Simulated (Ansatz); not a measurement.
System: ZnWO4 (P2/c, No. 13). Method: r²SCAN-D4 in Ansatz (plane waves, PAW).

Run with plane-wave cutoff 500 eV, 8×8×8 k mesh, gaussian smearing 0.02 eV, no spin polarisation, scalar-relativistic PAW data made under PBE.

Cell (relaxed at this level):

```cif
data_O8W2Zn2
_chemical_formula_sum 'Zn2 W2 O8'
_space_group_name_H-M_alt 'P 1'
_space_group_IT_number 1
_cell_length_a 4.66159
_cell_length_b 5.70512
_cell_length_c 4.90424
_cell_angle_alpha 90.000
_cell_angle_beta 90.508
_cell_angle_gamma 90.000
loop_
_space_group_symop_operation_xyz
  'x, y, z'
loop_
_atom_site_label
_atom_site_type_symbol
_atom_site_fract_x
_atom_site_fract_y
_atom_site_fract_z
_atom_site_occupancy
Zn1 Zn 0.50000 0.67910 0.75000 1
Zn2 Zn 0.50000 0.32090 0.25000 1
W1 W 0.00000 0.18327 0.75000 1
W2 W 0.00000 0.81673 0.25000 1
O1 O 0.78259 0.10585 0.06382 1
O2 O 0.21741 0.89415 0.93618 1
O3 O 0.21741 0.10585 0.43618 1
O4 O 0.78259 0.89415 0.56382 1
O5 O 0.74357 0.37694 0.59681 1
O6 O 0.25643 0.62306 0.40319 1
O7 O 0.25643 0.37694 0.90319 1
O8 O 0.74357 0.62306 0.09681 1
```

### Question
Estimate the band gap that the calculation returns.

### Answer

* **band gap**: 3.29 eV (on the SCF k mesh)

Measured, for comparison: band gap 4.9 ± 0.2 eV (8 K, zero-point motion not removed, excitation threshold of photo-stimulated luminescence; as tabulated in Itoh, Katagiri, Aoki, Fujita, Photo-stimulated luminescence and photo-induced …).

Note: a distance lies near a switch of the dispersion term, which can move the cell.

Spin–orbit coupling is not included.

Ansatz is an electronic-structure program.
